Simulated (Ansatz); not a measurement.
Input and output of a self-consistent single point for Rb (Im-3m, 1 atom in the cell) (Ansatz, a program for electronic structure).

Computed with PBE (plane waves, PAW; Ansatz).

The change in words: lattice scaled by 0.98. Reference geometry:
```
Rb
1.0
   -2.82500     2.82500     2.82500
    2.82500    -2.82500     2.82500
    2.82500     2.82500    -2.82500
Rb
1
Cartesian
  0.00000   0.00000   0.00000
```

Reference input (self-consistent single point, DFT, PBE, plane waves, default PAW files): kpoints.mp_grid.grid = 11 11 11; hamiltonian.xc = pbe; hamiltonian.pseudopotentials = {kind: paw} (the program's default PAW files); scf.occupations.method = fermi_dirac; scf.occupations.width = 0.05 eV. This run's input differs from it in these lines:

```diff
@@ -3,5 +3,5 @@
   lattice:
-    - [-2.82500000, 2.82500000, 2.82500000]
-    - [2.82500000, -2.82500000, 2.82500000]
-    - [2.82500000, 2.82500000, -2.82500000]
+    - [-2.76850000, 2.76850000, 2.76850000]
+    - [2.76850000, -2.76850000, 2.76850000]
+    - [2.76850000, 2.76850000, -2.76850000]
   atoms:
```

Output (repeated stretches shortened):

```
SCF iter   1: F=—  HF=-3267.349697 eV  |F-HF|=—  |Δ(HF+E_count)|=         —  Δρ=1.37e-4  dr2=1.60e-5  ethr=1.77e-3  ⟨swp⟩=7.3  Hψ=4258  notcnv=0
all-band conjugate gradients solve this SCF's bands
preconditioner: auto → Kerker (q_TF=auto, 1.877 Å⁻¹)
SCF iter   2: F=—  HF=-3267.350376 eV  |F-HF|=—  |Δ(HF+E_count)|=   6.78e-4  Δρ=8.96e-5  dr2=4.44e-6  ethr=1.78e-7  ⟨swp⟩=3.3  Hψ=1475  notcnv=0
   [... lines left out ...]
SCF iter   4: F=-3267.350382 eV  HF=-3267.350382 eV  |F-HF|=1.06e-7  |Δ(HF+E_count)|=   2.74e-6  Δρ=8.41e-6  dr2=7.59e-8  ethr=1.24e-8  ⟨swp⟩=2.7  Hψ=768  notcnv=0
iter 5 did not close the SCF: its close was put off for the readings that it lacked (scf_convergence_deferred on its scf_iter line)
SCF iter   5: F=-3267.350382 eV  HF=-3267.350382 eV  |F-HF|=2.63e-9  |Δ(HF+E_count)|=   1.20e-7  Δρ=3.19e-6  dr2=1.07e-8  ethr=8.43e-10  ⟨swp⟩=1.7  Hψ=544  notcnv=0
SCF iter   6: F=-3267.350382 eV  HF=-3267.350382 eV  |F-HF|=9.85e-10  |Δ(HF+E_count)|=   4.77e-9  Δρ=2.02e-6  dr2=4.44e-9  ethr=1.19e-10  ⟨swp⟩=2.6  Hψ=2010  notcnv=0
SCF 1 converged in 6 iterations: F = -3267.350382 eV  dr2 = 4.44e-9
Free energy (F): -3267.350382 eV
Internal energy: -3267.344050 eV  (E = F + TS)
E sigma→0 (E₀):  -3267.347216 eV
Entropy (-TS):   -0.006332 eV (-6.332 meV/atom)
Fermi energy:    2.263530 eV
--- Forces (eV/Å), atoms counted from 1 ---
  atom   1  Rb     0.00000000    -0.00000000     0.00000000
--- Stress (GPa, compression-positive) ---
        0.220261      -0.000000       0.000000
       -0.000000       0.220261       0.000000
        0.000000       0.000000       0.220261
  P = ⅓ Tr σ = 0.2203 GPa (2.203 kbar)
  The stress holds the Pulay correction. Without it, at fixed plane waves, as pw.x and ABINIT print it: P = 0.2202 GPa
```

The run converged in 6 iterations. Against the reference run the free energy rises by 3.9 meV/atom and the pressure goes from 0.03 to 0.22 GPa. The full log also holds: “iter 4 did not close the SCF: its close was put off for the readings that it lacked (scf_convergence_deferred on its scf_iter line)”.

The starting cell has typed, rounded lattice constants, without a prior relaxation at this level. For this run, on top of that: lattice scaled by 0.98. Ansatz's pressure includes its estimate of the finite-basis (Pulay) stress.

Keys are those of Ansatz 0.2.
